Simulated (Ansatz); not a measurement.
Start from ZrC in the rock salt structure (space group Fm-3m, No. 225).

```cif
data_CZr
_chemical_formula_sum 'Zr1 C1'
_space_group_name_H-M_alt 'P 1'
_space_group_IT_number 1
_cell_length_a 3.32958
_cell_length_b 3.32958
_cell_length_c 3.32958
_cell_angle_alpha 60.000
_cell_angle_beta 60.000
_cell_angle_gamma 60.000
loop_
_space_group_symop_operation_xyz
  'x, y, z'
loop_
_atom_site_label
_atom_site_type_symbol
_atom_site_fract_x
_atom_site_fract_y
_atom_site_fract_z
_atom_site_occupancy
Zr1 Zr 0.00000 0.00000 0.00000 1
C1 C 0.50000 0.50000 0.50000 1
```

Calculations: Ansatz (a quantum-chemistry and plane-wave program) PBE, no spin-orbit coupling.

One change was made to it. Results:

The volume per atom falls by 0.48 Å³ (13.05 Å³ → 12.57 Å³); the band gap stays zero.

### Question
Which of these changes matches the shifts?
A) pressure −1 GPa
B) pressure 0.9 GPa
C) pressure 2.1 GPa
D) pressure 22.5 GPa
E) pressure 9 GPa

### Answer
E, pressure 9 GPa. For comparison, the volume per atom in the other runs: pressure 2.1 GPa gives 12.93 Å³; pressure 0.9 GPa gives 13.00 Å³; pressure −1 GPa gives 13.11 Å³; pressure 22.5 GPa gives 11.98 Å³.

Load acts through the strain it causes; cell and atoms are relaxed under it. No phonon test of stability was made. No other phases were tried under pressure. The final runs are not spin-polarised.
